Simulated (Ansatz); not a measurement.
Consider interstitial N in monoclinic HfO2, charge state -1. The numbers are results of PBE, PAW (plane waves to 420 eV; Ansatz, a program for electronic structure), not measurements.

Cell of 96 host sites held at the relaxed PBE lattice; the Γ point alone; Fermi-Dirac width 0.01 eV, spin-restricted; finite-size errors left in. No zero-point or tunnelling terms. Spin-orbit coupling is left out. The charge state is imposed; whether it is stable for some Fermi level was not computed. Sites that were not tried may lie lower. The start lies 0.23 eV above the lowest site run (PBE).

Barriers: single points on a 2×2×2 k-point mesh shifted by half a step at the bands' geometries.

Relaxed starting cell (atoms counted from 1):

```
Hf32NO64
1.0
   10.32305     0.00000     0.00000
    0.00000    10.42402     0.00000
   -1.79660     0.00000    10.55307
Hf O N
32 64 1
Direct
  0.13811   0.22939   0.35234
  0.13758   0.22903   0.85480
  0.13925   0.72640   0.35561
  0.13844   0.72939   0.85285
  0.63839   0.22807   0.35312
  0.63641   0.22949   0.85271
  0.63887   0.73001   0.35309
  0.63824   0.72933   0.85251
  0.36235   0.27193   0.14499
  0.35903   0.27171   0.64434
  0.36285   0.77162   0.14566
  0.36131   0.77174   0.64437
  0.86207   0.27247   0.14522
  0.86068   0.27233   0.64692
  0.86371   0.77112   0.14547
  0.86390   0.77320   0.64447
  0.36613   0.47810   0.39828
  0.36269   0.47980   0.89640
  0.36180   0.97851   0.39479
  0.36181   0.97913   0.89429
  0.86055   0.47966   0.39629
  0.86291   0.47944   0.89530
  0.86381   0.97834   0.39497
  0.86228   0.97949   0.89519
  0.13840   0.02192   0.10424
  0.13891   0.02611   0.60139
  0.13942   0.52105   0.10440
  0.13571   0.51725   0.60547
  0.63821   0.02177   0.10305
  0.63728   0.02212   0.60266
  0.63872   0.52181   0.10323
  0.64014   0.52231   0.60385
  0.03648   0.07948   0.42013
  0.03360   0.08599   0.92625
  0.03424   0.58241   0.42442
  0.03500   0.58591   0.92302
  0.53565   0.08384   0.42162
  0.53307   0.08607   0.92309
  0.53506   0.58668   0.42270
  0.53540   0.58659   0.92333
  0.46777   0.41451   0.07484
  0.47346   0.41484   0.57624
  0.46643   0.91453   0.07432
  0.46908   0.91144   0.57359
  0.96665   0.41560   0.07571
  0.94948   0.43099   0.58535
  0.96668   0.91434   0.07599
  0.96771   0.91545   0.57485
  0.46792   0.33596   0.32349
  0.46728   0.33722   0.82448
  0.46756   0.83479   0.32380
  0.46720   0.83682   0.82503
  0.96510   0.33705   0.32503
  0.96635   0.33517   0.82789
  0.96560   0.83189   0.32646
  0.96699   0.83673   0.82560
  0.03261   0.16446   0.17297
  0.02660   0.15894   0.67976
  0.03468   0.66394   0.17412
  0.03674   0.66883   0.67273
  0.53431   0.16419   0.17247
  0.53345   0.16460   0.67281
  0.53443   0.66471   0.17260
  0.53479   0.66513   0.67363
  0.14141   0.29638   0.54310
  0.22524   0.37124   0.99038
  0.22448   0.87005   0.48770
  0.22485   0.87191   0.98747
  0.72177   0.37094   0.48586
  0.72519   0.37206   0.98772
  0.72565   0.87289   0.48699
  0.72504   0.87201   0.98688
  0.27565   0.12871   0.00993
  0.28687   0.11842   0.50929
  0.27634   0.62890   0.01175
  0.27628   0.63056   0.51190
  0.77502   0.12917   0.01115
  0.77652   0.12956   0.51111
  0.77689   0.62918   0.01114
  0.77473   0.63248   0.50941
  0.27636   0.12051   0.25841
  0.27372   0.12411   0.76023
  0.27676   0.62075   0.26197
  0.27684   0.62405   0.76169
  0.77638   0.12136   0.26085
  0.77424   0.12215   0.76192
  0.77573   0.62102   0.26074
  0.77722   0.62255   0.76127
  0.22548   0.37828   0.23530
  0.22720   0.38479   0.74913
  0.22437   0.87762   0.23791
  0.22549   0.88201   0.73697
  0.72384   0.37861   0.23689
  0.72470   0.37934   0.73915
  0.72534   0.87878   0.23663
  0.72575   0.87969   0.73701
  0.23297   0.37349   0.48920
```
Cell charge -1.

End state 1 differs by these moves (Å; atoms that move under 0.08 Å are left out):

```json
[
 {"atom": "28", "element": "Hf", "Δx": "0.06", "Δy": "0.05", "Δz": "-0.03"},
 {"atom": "32", "element": "Hf", "Δx": "-0.08", "Δy": "-0.03", "Δz": "-0.01"},
 {"atom": "33", "element": "O", "Δx": "-0.06", "Δy": "0.08", "Δz": "0.04"},
 {"atom": "37", "element": "O", "Δx": "-0.04", "Δy": "0.07", "Δz": "0.04"},
 {"atom": "42", "element": "O", "Δx": "-0.56", "Δy": "0.59", "Δz": "0.44"},
 {"atom": "46", "element": "O", "Δx": "0.21", "Δy": "-0.15", "Δz": "-0.10"},
 {"atom": "49", "element": "O", "Δx": "0.05", "Δy": "0.08", "Δz": "-0.13"},
 {"atom": "50", "element": "O", "Δx": "-0.01", "Δy": "-0.08", "Δz": "0.04"},
 {"atom": "58", "element": "O", "Δx": "0.08", "Δy": "0.06", "Δz": "-0.07"},
 {"atom": "62", "element": "O", "Δx": "-0.04", "Δy": "-0.14", "Δz": "0.12"},
 {"atom": "64", "element": "O", "Δx": "0.09", "Δy": "0.17", "Δz": "-0.03"},
 {"atom": "65", "element": "O", "Δx": "0.91", "Δy": "0.79", "Δz": "-0.59"},
 {"atom": "69", "element": "O", "Δx": "0.09", "Δy": "0.01", "Δz": "-0.01"},
 {"atom": "74", "element": "O", "Δx": "-0.14", "Δy": "0.12", "Δz": "0.01"},
 {"atom": "76", "element": "O", "Δx": "-0.07", "Δy": "0.09", "Δz": "-0.06"},
 {"atom": "90", "element": "O", "Δx": "-0.04", "Δy": "-0.07", "Δz": "-0.09"},
 {"atom": "97", "element": "N", "Δx": "2.54", "Δy": "-0.04", "Δz": "0.62"}
]
```

### Question
What forward and backward barriers to end state 1 does PBE, PAW give?

### Answer
forward 1.59 eV, backward 1.82 eV; at the saddle point atom 97 has neighbours Hf at 2.02, Hf at 2.04, Hf at 2.31; O at 1.80, O at 1.83 Å. The check of the saddle point's order was inconclusive.

End state 2 differs by these moves (Å; atoms that move under 0.08 Å are left out):

| atom | element | Δx | Δy | Δz |
|---|---|---|---|---|
| 9 | Hf | 0.02 | 0.01 | 0.09 |
| 33 | O | -0.02 | 0.07 | 0.04 |
| 37 | O | 0.08 | -0.15 | -0.02 |
| 39 | O | -0.05 | 0.10 | 0.12 |
| 41 | O | 0.05 | -0.09 | -0.17 |
| 42 | O | -0.11 | 0.11 | 0.08 |
| 46 | O | 0.18 | -0.16 | -0.10 |
| 49 | O | 0.29 | 0.65 | -0.38 |
| 58 | O | 0.09 | 0.07 | -0.06 |
| 65 | O | 0.92 | 0.80 | -0.55 |
| 74 | O | -0.09 | 0.11 | 0.00 |
| 81 | O | -0.05 | -0.08 | -0.01 |
| 90 | O | -0.01 | -0.06 | -0.12 |
| 93 | O | 0.08 | -0.01 | -0.01 |
| 97 | N | 2.36 | -0.87 | -1.36 |

### Question
Predict the forward and backward barriers to end state 2 from PBE, PAW.

### Answer
forward 1.19 eV, backward 1.41 eV; at the saddle point atom 97 has neighbours Hf at 2.00, Hf at 2.21, Hf at 2.23; O at 1.90, O at 1.94, O at 2.37 Å. The program found a first-order saddle point.
